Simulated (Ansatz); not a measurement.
Start from MgO in the rock salt structure (space group Fm-3m, No. 225; a = 4.159 Å).

The values are results of DFT with LDA, PAW potentials and a 420 eV plane-wave cutoff in Ansatz (an electronic-structure program), no SOC, not measurements.

Base values:

```
Quantity            Result
-------------  -----------
Band gap           5.03 eV
Gap character  direct at Γ
```

The change: every lattice vector is shortened by 3.00 %; the atoms relax in the strained cell.

**Question.** What does the calculation give for the energy relative to the base, band gap and gap character after the change?

**Answer.** The energy grows by 43 meV/atom; the band gap goes up by 0.99 eV (5.03 eV → 6.02 eV); the gap character is still direct at Γ.

Whether these cells are dynamically stable was not tested.
